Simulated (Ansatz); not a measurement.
**MoSi2: pressure series**

Base system: MoSi₂ (space group I4/mmm, No. 139; a = 3.2169 Å, c = 7.8730 Å).

Cell and atoms are relaxed at each pressure.

All numbers come from PBE/PAW in Ansatz (a first-principles code), no SOC.

```json
[
 {"pressure (GPa)": "-2", "volume per atom (Å³/atom)": "13.716"},
 {"pressure (GPa)": "-1", "volume per atom (Å³/atom)": "13.646"},
 {"pressure (GPa)": "0", "volume per atom (Å³/atom)": "13.579"},
 {"pressure (GPa)": "0.3", "volume per atom (Å³/atom)": "13.559"},
 {"pressure (GPa)": "0.7", "volume per atom (Å³/atom)": "13.533"},
 {"pressure (GPa)": "1.5", "volume per atom (Å³/atom)": "13.481"},
 {"pressure (GPa)": "3", "volume per atom (Å³/atom)": "13.387"},
 {"pressure (GPa)": "5", "volume per atom (Å³/atom)": "?"},
 {"pressure (GPa)": "7.5", "volume per atom (Å³/atom)": "13.125"}
]
```

Problem. Fit the third-order Birch–Murnaghan form P(V) = (3B₀/2)[(V₀/V)^(7/3) − (V₀/V)^(5/3)]·[1 + (3/4)(B₀′ − 4)((V₀/V)^(2/3) − 1)] (squares taken in P) to the rows shown and predict the withheld row.

Solution. Least squares on the printed values gives V₀ = 13.579 Å³/atom, B₀ = 204 GPa, B₀′ = 4.6; this predicts 13.267 Å³/atom, and the run gives 13.267 Å³/atom, in agreement.

Load acts through the strain it causes; cell and atoms are relaxed under it. Stability against distortions was not tested. Competing high-pressure phases were not computed. All final runs are without spin polarisation.
